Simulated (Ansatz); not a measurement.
**What biaxial strain −3.86 %, plane normal [110], relaxed out of plane does to Au**

The parent structure is Au in the fcc (Cu type) structure (space group Fm-3m, No. 225; a = 4.0829 Å; relaxed with 0.1 eV smearing). Axes: x, y, z lie along the cube axes.

One thing is altered: biaxial strain −3.86 %, plane normal [110], relaxed out of plane (Cartesian); in-plane vectors clamped, the third vector and the atoms free.

The values are results of PBEsol (Ansatz, an electronic-structure program), no spin-orbit coupling, earlier PAW set, not measurements. k-mesh 28×28×28 (Γ-centred); smearing 0.1 eV (Fermi–Dirac).

The volume per atom drops by 0.094 Å³ (17.02 Å³ → 16.92 Å³) and the shortest interatomic distance shrinks by 0.111 Å, from 2.887 Å to 2.776 Å. The energy goes up by 17 meV/atom and the pressure (mean of the normal stresses, compression positive) goes from zero to 2.4 GPa. The band gap is still zero and the out-of-plane strain comes out as +7.59 %. The ratio −ε⊥/ε∥ comes out as 1.97 and the mean in-plane stress (compression positive) is +3.6 GPa.

Final structure (turned so that z lies along the plane normal):

```yaml
crystal:
  lattice:
    - [2.77558, 0.00000, 0.00000]
    - [0.00000, 3.92526, 0.00000]
    - [1.38779, 1.96263, 1.55312]
  atoms:
    - { symbol: Au, position: [0.00000, 0.00000, 0.00000] }
```

No phonon test of stability was made.
